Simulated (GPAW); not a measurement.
A self-consistent single point of Ba (Im-3m, 1 atom in the cell) with GPAW.

Method of the run: PBE, GPAW PAW datasets PBE (gpaw-data 1.0.1) (plane waves; GPAW 25.7.0).

```xyz
1
Lattice="-2.4975 2.4975 2.4975 2.4975 -2.4975 2.4975 2.4975 2.4975 -2.4975" Properties=species:S:1:pos:R:3 pbc="T T T"
Ba     0.0000     0.0000     0.0000
```

Reference input (self-consistent single point, DFT PBE, plane waves, GPAW PAW datasets PBE (gpaw-data 1.0.1)): mode = pw; ecut = 600 eV; xc = PBE; kpts = 7 7 7; mesh shift (steps) = 0 0 0; occupations.name = methfessel-paxton; occupations.width = 0.1 eV; occupations.order = 0; nbands = -7; symmetry.symmorphic = false; symmetry.tolerance = 0.0005; maxiter = 120. This run's input differs from it in these lines:

```diff
@@ -13,4 +13,4 @@
             xc='PBE',
-            kpts=(7, 7, 7),
-            occupations={'name': 'methfessel-paxton', 'width': 0.1, 'order': 0},
+            kpts={'size': (18, 18, 18), 'gamma': True},
+            occupations={'name': 'methfessel-paxton', 'width': 0.05, 'order': 0},
             nbands=-7,
```

Output, abridged:

```
     iter     time        total  log10-change:
                         energy   eigst   dens
iter:   1 --:--:--    -1.827234
iter:   2 --:--:--    -2.029134   -0.98  -1.18
iter:   3 --:--:--    -1.966662   -2.00  -1.20
iter:   4 --:--:--    -1.873140   -2.10  -1.33
iter:   5 --:--:--    -1.872993   -3.72  -2.09
iter:   6 --:--:--    -1.872635c  -4.02  -2.15
iter:   7 --:--:--    -1.871768c  -4.34  -2.25
iter:   8 --:--:--    -1.871759c  -6.08  -3.50
iter:   9 --:--:--    -1.871758c  -6.30  -3.45
iter:  10 --:--:--    -1.871757c  -7.22  -3.84
iter:  11 --:--:--    -1.871757c  -8.68c -4.60c
Converged after 11 iterations.

Dipole moment: (-0.000000, -0.000000, 0.000000) |e|*Ang

Energy contributions relative to reference atoms: (reference = -221277.842511)

Kinetic:         +0.630373
Potential:       +1.335668
External:        +0.000000
XC:              -3.789819
Entropy (-ST):   -0.001333
Local:           -0.047312
SIC:             +0.000000
--------------------------
Free energy:     -1.872423
Extrapolated:    -1.871757

Showing only first 2 kpts
 Kpt  Band  Eigenvalues  Occupancy
  0     3     -8.71707    2.00000
  0     4      2.35083    2.00000
  0     5      6.94401    0.00000
  0     6      6.94401    0.00000

  1     3     -8.71716    2.00000
  1     4      2.40978    2.00000
  1     5      6.89371    0.00000
  1     6      6.92035    0.00000

Fermi level: 5.09297

No gap
No difference between direct/indirect transitions
Energy (eV): -1.871757

Forces in eV/Ang:
  0 Ba   -0.00000    0.00000   -0.00000

Stress tensor:
    -0.001107    -0.000000    -0.000000
    -0.000000    -0.001107     0.000000
    -0.000000     0.000000    -0.001107
Stress (GPa, Voigt): [-0.1773 -0.1773 -0.1773  0.     -0.     -0.    ]
```

The run converged in 11 iterations. GPAW prints stress with tension positive. Against the reference run the free energy goes down by 3.6 meV/atom and the pressure moves little (0.25 to 0.18 GPa).

The starting cell has typed, rounded lattice constants, without a prior relaxation at this level. Its lattice was rescaled by up to half a per cent.

Cost on one core of a shared machine: roughly 30 s.
